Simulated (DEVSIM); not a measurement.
Device: Ti/Al2O3/n-Si capacitor, at 250 K.

```tsv
layer (left to right)	material	thickness (nm)	Nd (cm⁻³)
1	Al2O3	2.80	-
2	Si	390	1.1e17
```

Metal gate on the left, work function 4.33 eV. Fixed charge at the semiconductor interface -1.2e10 cm⁻² (in units of +e); no interface traps.

This is a model device: material constants are rounded textbook-type values typed into the input, and sizes, dopings and lifetimes were drawn at random. Values at 300 K; Nc and Nv go as T^1.5, mobilities as T to minus their exponent, the gap by Varshni's rule with the affinity fixed.

```tsv
parameter	Al2O3	Si
gap (eV)	6.8	1.124
affinity (eV)	1.35	4.05
permittivity	9	11.7
Nc (cm⁻³)	-	2.86e19
Nv (cm⁻³)	-	3.1e19
Varshni α (eV/K)	-	0.000473
Varshni β (K)	-	636
```

DEVSIM, 1D Poisson equation in equilibrium, Boltzmann statistics, complete ionisation; no quantum confinement or tunnelling. Metal contacts follow the ideal Schottky-Mott rule: no Fermi-level pinning, no interface dipoles.

Q: Tabulate band edges, carrier densities and field at -0.5 V on the gate.

A: Energies count from the Fermi level of the right contact; mesh points crowd at the junctions.

```tsv
x (μm)	Ec (eV)	Ev (eV)	n (cm⁻³)	p (cm⁻³)	field (V/cm)
0.000	3.480	-3.320	< 1e2	< 1e2	-180000
0.0006642	3.468	-3.332	< 1e2	< 1e2	-180000
0.001383	3.455	-3.345	< 1e2	< 1e2	-180000
0.002120	3.441	-3.359	< 1e2	< 1e2	-180000
0.002968	0.727	-0.410	49000	1.3e11	-140000
0.003923	0.713	-0.423	92000	7.0e10	-140000
0.005559	0.690	-0.446	260000	2.4e10	-140000
0.009873	0.633	-0.503	3800000	1.7e9	-130000
0.01576	0.559	-0.577	1.2e8	5.5e7	-120000
0.02585	0.447	-0.690	2.2e10	300000	-100000
0.04459	0.284	-0.852	4.2e13	150	-71000
0.08879	0.124	-1.012	6.7e16	< 1e2	-8700
0.1511	0.114	-1.022	1.1e17	< 1e2	-42
0.2390	0.114	-1.022	1.1e17	< 1e2	≈ 0
0.3201	0.114	-1.022	1.1e17	< 1e2	≈ 0
0.3509	0.114	-1.022	1.1e17	< 1e2	≈ 0
0.3689	0.114	-1.022	1.1e17	< 1e2	≈ 0
0.3798	0.114	-1.022	1.1e17	< 1e2	≈ 0
0.3870	0.114	-1.022	1.1e17	< 1e2	≈ 0
0.3899	0.114	-1.022	1.1e17	< 1e2	≈ 0
0.3916	0.114	-1.022	1.1e17	< 1e2	≈ 0
0.3928	0.114	-1.022	1.1e17	< 1e2	≈ 0
```
